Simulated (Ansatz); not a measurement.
Consider Mo in the bcc (W type) structure (space group Im-3m, No. 229; a = 3.161 Å; relaxed with 0.1 eV smearing).

Structures relaxed with PBE, PAW, 420 eV (Ansatz, a quantum-chemistry and plane-wave program; no spin-orbit coupling).

Base:

Simulated powder pattern, Cu Kα1, λ = 1.54056 Å (kinematic, ideal powder, no thermal factors, no anomalous dispersion; the 14 strongest lines at most, above 2 %, up to 2θ = 90°):

| 2θ (°) | I/Imax (%) | hkl |
|---|---|---|
| 40.32 | 100 | (110) |
| 58.33 | 16 | (200) |
| 73.29 | 33 | (211) |
| 87.13 | 11 | (220) |

After one change:

Simulated powder pattern, Cu Kα1, λ = 1.54056 Å (kinematic, ideal powder, no thermal factors, no anomalous dispersion; the 14 strongest lines at most, above 2 %, up to 2θ = 90°):

```
2θ (°)  I/Imax (%)
------  ----------
41.17          100
59.64           16
75.04           33
89.38           11
```

Which change produced these results?
A) isotropic strain −3.00 %
B) isotropic strain +2.00 %
C) isotropic strain +3.00 %
D) isotropic strain −2.00 %

D, isotropic strain −2.00 %. Its volume per atom is 14.87 Å³ against 15.79 Å³, and its space group is Im-3m (No. 229).

Stability against distortions was not tested. The final runs are not spin-polarised.
